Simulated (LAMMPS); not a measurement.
MD of Co (hcp) at zero pressure, 900 atoms, as a crystal; each row is its own run.

All values are model results, not measurements: classical MD, pair style meam, file MoCoNiVFeAlCr_2nn.meam; code LAMMPS.

```
T (K)  volume (Å³/atom)
-----  ----------------
200              11.122
800              11.350
1060             11.459
1330             11.581
1590             11.714
```

### Question
Fit a straight line, y = a + b x, to these rows (x is the first column, y the second) and predict the run at x = 300.

### Answer
Least squares gives a = 11.024 and b = 0.0004225. At x = 300 the fit predicts 11.151 Å³/atom. The run itself gave 11.1582 ± 0.0002 Å³/atom, so the fit is 0.063 % low.

Caution (rows 800; 1060; 1330; 1590): in nature this polymorph isn't the stable one over the whole range of temperature at this pressure, and short runs keep a crystal in its starting form.
